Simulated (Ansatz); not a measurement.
An Ansatz (a first-principles code) input (Ansatz r2SCAN, without spin-orbit coupling):

Ansatz 0.2 input:
```yaml
crystal:
  lattice:
    - [0, 3.2780739805, 3.1797317611]
    - [3.2780739805, 0, 3.1797317611]
    - [3.2780739805, 3.2780739805, 0]
  atoms:
    - { symbol: In, position: [0, 0, 0] }
    - { symbol: Sb, position: [0.25, 0.25, 0.25] }
basis: { ecutwfc: 500, ecutrho_ratio: 4, xc_grid: 4, fft_grid_basis: typed }
kpoints: { mp_grid: { grid: [12, 12, 12] } }
hamiltonian:
  xc: r2scan
  dispersion: none
  pseudopotentials: { kind: paw }
scf: { occupations: { method: fermi_dirac, width: 0.05 }, convergence: { dr2_threshold: 0.0000000002 } }
relax: { f_tol: 0.005, max_steps: 50 }
output: { forces: true, stress: true }
checkpoint: { write: state.ck, write_every: 1000 }
```

**Question.** Which symmetry and how many k-points will the program report, and about how many plane waves at Γ?

**Answer.** Space group I-4m2 (ITA 119) with 8 operations, k-points 163 of 1728, and 1767 plane waves at Γ.

**Question.** And the final pressure?

**Answer.** 1.41 GPa (compression positive).

The cells carry an imposed strain or load. Stability against distortions was not tested. The cell was made from InSb in the zinc blende structure (space group F-43m, No. 216) by this change: uniaxial strain ε_zz = −3.00 %.
